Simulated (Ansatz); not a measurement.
BaSi2 (model structure, started from the Al2Cu type, P4/mmm, No. 123, 6 atoms in the cell): equilibrium lattice constant a by level of theory

No measured value is used here.

```tsv
level (code)	value (Å)
PBE (Ansatz)	3.689
PBEsol (Ansatz)	3.623
PBE-D3(BJ) (Ansatz)	…
```

Q: Fill in the missing entries.

A: 
- PBE-D3(BJ) (Ansatz, a quantum-chemistry and plane-wave program), value (Å): 3.619

Ansatz's density-functional and Hartree–Fock values are scalar-relativistic unless marked +SOC, with PAW data made under PBE.

A model structure was made by putting elements into a prototype or built by hand; it is no filed structure, need not be a known phase, and can be a saddle point held by its symmetry.
